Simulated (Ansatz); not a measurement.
We consider CsTaO3 (model structure, started from the tetragonal perovskite type, P4mm, No. 99, 5 atoms in the cell), described by PBEsol in Ansatz (PAW).

Run with plane-wave cutoff 520 eV, 10×10×6 k mesh (along the axes of the cell as run), Fermi–Dirac smearing 0.01 eV, scalar-relativistic PAW data made under PBE.

Cell (relaxed with PBEsol):

```cif
data_CsO3Ta
_chemical_formula_sum 'Ta1 Cs1 O3'
_space_group_name_H-M_alt 'P4mm'
_space_group_IT_number 99
_space_group_name_Hall 'P 4 -2'
_cell_length_a 3.81659
_cell_length_b 3.81659
_cell_length_c 6.07730
_cell_angle_alpha 90.000
_cell_angle_beta 90.000
_cell_angle_gamma 90.000
loop_
_atom_site_label
_atom_site_type_symbol
_atom_site_symmetry_multiplicity
_atom_site_Wyckoff_symbol
_atom_site_fract_x
_atom_site_fract_y
_atom_site_fract_z
_atom_site_occupancy
Ta1 Ta 1 b 0.50000 0.50000 0.49351 1
Cs1 Cs 1 a 0.00000 0.00000 0.00452 1
O1 O 1 b 0.50000 0.50000 0.78850 1
O2 O 2 c 0.00000 0.50000 0.40973 1
```

Predict the band gap, smallest direct gap on the k points sampled and direct gap at Γ.


* **band gap**: 2.33 eV
* **smallest direct gap on the k points sampled**: 2.77 eV
* **direct gap at Γ**: 3.37 eV

Note: the relaxation could raise the start's symmetry but not lower it, so the cell can be a saddle point.

Spin–orbit coupling is not included.

Computed values are for the static lattice.

It cost very roughly 50 core-seconds of CPU time.

A model structure was made by putting elements into a prototype or built by hand; it is no filed structure, need not be a known phase, and can be a saddle point held by its symmetry.

Ansatz is a program for electronic structure.
